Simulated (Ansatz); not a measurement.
Base system: BN in the rock salt structure (space group Fm-3m, No. 225; a = 3.483 Å; a hypothetical phase, not in the database extracts checked).

Calculations: PBEsol in Ansatz (plane waves to 420 eV, PAW, no SOC).

Base values:

The lattice parameter a is 348.3 pm.

The change: a hydrostatic pressure of 5 GPa.

### Question
What does the calculation give for the lattice parameter a after the change?

### Answer
The lattice parameter a decreases by 1.4 pm, from 348.3 pm to 346.9 pm.

Load acts through the strain it causes; cell and atoms are relaxed under it. Whether these cells are dynamically stable was not tested. No other phases were tried under pressure.

Ansatz is a quantum-chemistry and plane-wave program.
